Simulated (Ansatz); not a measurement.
TiO2 (P2₁/c, No. 14, 12 atoms in the cell; start mp-430; high-pressure phase), treated with r²SCAN in Ansatz (plane waves, PAW).

Settings: plane-wave cutoff 560 eV, 8×8×8 k mesh, Fermi–Dirac smearing 0.01 eV, no spin polarisation, scalar-relativistic PAW data made under PBE.

Cell (relaxed at this level):

```cif
data_O8Ti4
_chemical_formula_sum 'Ti4 O8'
_space_group_name_H-M_alt 'P 1'
_space_group_IT_number 1
_cell_length_a 4.80450
_cell_length_b 4.86639
_cell_length_c 5.04108
_cell_angle_alpha 90.000
_cell_angle_beta 99.880
_cell_angle_gamma 90.000
loop_
_space_group_symop_operation_xyz
  'x, y, z'
loop_
_atom_site_label
_atom_site_type_symbol
_atom_site_fract_x
_atom_site_fract_y
_atom_site_fract_z
_atom_site_occupancy
Ti1 Ti 0.27701 0.44550 0.71459 1
Ti2 Ti 0.72299 0.55450 0.28541 1
Ti3 Ti 0.72299 0.94550 0.78541 1
Ti4 Ti 0.27701 0.05450 0.21459 1
O1 O 0.44634 0.74203 0.96334 1
O2 O 0.55366 0.25797 0.03666 1
O3 O 0.55366 0.24203 0.53666 1
O4 O 0.44634 0.75797 0.46334 1
O5 O 0.06351 0.32227 0.35231 1
O6 O 0.93649 0.67773 0.64769 1
O7 O 0.93649 0.82227 0.14769 1
O8 O 0.06351 0.17773 0.85231 1
```

Question: Give the computed band gap, smallest direct gap on the k points sampled and Γ–Γ gap.

Answer: 
band gap: 2.70 eV (indirect)
smallest direct gap on the k points sampled: 2.79 eV
Γ–Γ gap: 2.83 eV

The result took about 2.1 core-minutes (a rough figure).

A start named mp-… is a Materials Project structure, which need not be a measured phase.

Ansatz is a program for electronic structure.
